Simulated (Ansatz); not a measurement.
## Effect of Cs → Na on CsSnI3

Base system: CsSnI$_{3}$ in the cubic perovskite structure (space group Pm-3m, No. 221; a = 6.130 Å).

The change: full substitution Cs → Na; the structure is relaxed again.

All numbers come from Kohn–Sham DFT with the PBEsol functional, run in Ansatz (an electronic-structure program) with PAW and 420 eV plane waves, scalar-relativistic without spin-orbit coupling, earlier PAW set. Γ-centred 8×8×8 mesh, Fermi–Dirac width 0.05 eV.

```csv
quantity,base,changed,shift
volume per atom,46.08 Å³,45.09 Å³,-0.99 Å³
density,4.56 g/cm³,3.85 g/cm³,-0.71 g/cm³
lattice parameter a,6.130 Å,6.086 Å,-0.044 Å
space group,Pm-3m (No. 221),Pm-3m (No. 221),–
shortest interatomic distance,3.065 Å,3.043 Å,-0.022 Å
band gap,0.10 eV,zero,–
```

Final structure:

```
CELL_PARAMETERS angstrom
      6.08616     0.00000     0.00000
      0.00000     6.08616     0.00000
      0.00000     0.00000     6.08616
ATOMIC_POSITIONS crystal
  Na 0.00000 0.00000 0.00000
  Sn 0.50000 0.50000 0.50000
  I  0.00000 0.50000 0.50000
  I  0.50000 0.50000 0.00000
  I  0.50000 0.00000 0.50000
```

Cost of the whole job for the changed cell (relaxation, final SCF and bands): very roughly 2.4 core-minutes.

With I present, leaving out spin-orbit coupling can change the band edges. Stability against distortions was not tested. As relaxed here, NaSnI3 is a hypothetical phase, not in the database extracts checked. All final runs are without spin polarisation. Many cubic perovskites are stable only at high temperature; tilts and polar distortions were not tested. A zero or small gap of NaSnI3 and CsSnI3 can be the functional's error rather than a property of the material.
